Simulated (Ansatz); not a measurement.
We consider NiAs-type NiSb, described by LDA (Ansatz, a first-principles code, plane waves, PAW).

Run with plane-wave cutoff 520 eV, 18×18×12 k mesh (along the axes of the cell as run), Fermi–Dirac smearing 0.05 eV, no spin polarisation, scalar-relativistic PAW data made under PBE.

The volume scan:

```tsv
V (Å³/atom)	E − E_lowest (meV/atom)	P (GPa)
15.725	12.41	6.32
16.053	2.98	2.97
16.381	0.00	0.00
16.708	2.75	-2.64
17.036	10.60	-4.99
```

Q: Estimate the bulk modulus from the pressures at 16.053 and 16.708 Å³/atom, and compare it with a fit to all energies.

A: B = −V dP/dV. Between V = 16.053 and 16.708 Å³/atom, dP/dV = (-2.64 − (2.97))/(16.708 − 16.053) = -8.56 GPa per Å³/atom; at the midpoint 16.380 Å³/atom this gives B ≈ 140 GPa. The third-order Birch–Murnaghan fit gives V0 = 16.381 Å³/atom, B0 = 140 GPa, B′ = 4.9, which lies within 1 % of that estimate.

Shape and atoms are relaxed at each volume.

Spin–orbit coupling is not included.

Computed values are for the static lattice.
